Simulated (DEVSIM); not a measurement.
## Si p-i-n diode

Device: Si p-i-n diode, at 400 K.

```
layer (left to right)  material  thickness (μm)  Nd (cm⁻³)  Na (cm⁻³)  τn (s)  τp (s)
---------------------  --------  --------------  ---------  ---------  ------  ------
1                            Si           0.100          -     1.1e18  2.1e-6  2.1e-6
2                            Si           0.270     1.3e12          -  2.1e-6  6.3e-7
3                            Si            3.00     4.9e17          -  2.1e-6  2.1e-6
```

Left contact: ohmic. Right contact: ohmic. Voltage is applied to the left contact. Recombination: SRH at mid-gap, Auger. Mobility is μmin + (μ − μmin)/(1 + (N/Nref)^α).

This is a model device: material constants are rounded textbook-type values typed into the input, and sizes, dopings and lifetimes were drawn at random. Values at 300 K; Nc and Nv go as T^1.5, mobilities as T to minus their exponent, the gap by Varshni's rule with the affinity fixed.

```
parameter               Si
----------------  --------
gap (eV)             1.124
affinity (eV)         4.05
permittivity          11.7
Nc (cm⁻³)          2.86e19
Nv (cm⁻³)           3.1e19
μn (cm²/Vs)           1417
μp (cm²/Vs)            470
μn,min                  52
μp,min                  45
Nref,n              9.7e16
Nref,p              2.2e17
αn                    0.68
αp                    0.72
T exponent of μn       2.3
T exponent of μp       2.2
Cn (cm⁶/s)         2.8e-31
Cp (cm⁶/s)         9.9e-32
Varshni α (eV/K)  0.000473
Varshni β (K)          636
```

Simulated with DEVSIM: 1D drift-diffusion, Boltzmann statistics, complete ionisation; no tunnelling, impact ionisation, image-force lowering or self-heating.

- Potential step across the device at zero bias = 0.811 V
- Dark forward voltage at 1 A/cm² = 0.440 V
- Dark forward voltage at 100 A/cm² = 0.601 V

Small-signal capacitance in reverse bias (quasi-static):

| V (V) | C (nF/cm²) |
|---|---|
| -0.04 | 42.4 |
| -0.1 | 41.6 |
| -0.2 | 40.7 |
| -0.3 | 39.9 |
| -0.4 | 39.4 |
| -0.6 | 38.5 |
| -0.8 | 37.9 |
| -1 | 37.5 |
| -1.3 | 36.9 |
| -1.6 | 36.5 |
| -2 | 36.1 |

Dark reverse current:

| V (V) | J (A/cm²) |
|---|---|
| -0.04 | -2.9e-6 |
| -0.10 | -4.5e-6 |
| -0.20 | -5.5e-6 |
| -0.30 | -6.1e-6 |
| -0.40 | -6.7e-6 |
| -0.60 | -7.5e-6 |
| -0.80 | -8.1e-6 |
| -1.00 | -8.5e-6 |
| -1.30 | -9.1e-6 |
| -1.60 | -9.5e-6 |
| -2.00 | -9.9e-6 |
